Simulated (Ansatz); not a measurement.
The starting structures come from a database of crystals and need not be the phases stable at ambient conditions.

Inside the gap of an insulator the Bloch states are evanescent, with a wavenumber k + iκ along the transport direction.

Input:

```xyz
12
Lattice="4.2969 0.0000 0.0000 -2.1484 7.1711 0.0000 0.0000 0.0000 10.8131" Properties=species:S:1:pos:R:3 pbc="T T T"
Ba     0.0000     3.5676     8.1098
Ba     2.1484     3.6035     2.7033
Y      0.0000     0.0000     5.4066
Y      0.0000     0.0000     0.0000
Ag     2.1484     0.4357     8.1098
Ag     0.0000     6.7354     2.7033
Se     0.0000     5.2283     0.5416
Se     2.1484     1.9428    10.2715
Se     2.1484     1.9428     5.9482
Se     0.0000     5.2283     4.8649
Se     0.0000     1.1415     2.7033
Se     2.1484     6.0296     8.1098
```

Space group of this cell: Cmcm. The cell is taken as given; by r2SCAN its mean pressure is -1.1 GPa.

Transport runs along the normal of the first two printed cell vectors.

No gap correction and no spin-orbit coupling; mid-gap values are interpolated between computed energies.

Task: Predict the band gap and the smallest decay constant κ at mid-gap from r2SCAN run with Ansatz (an electronic-structure program).

Result: Gap 1.70 eV on a 8×8×4 mesh; κ = 0.173 1/Å, at the zone centre.
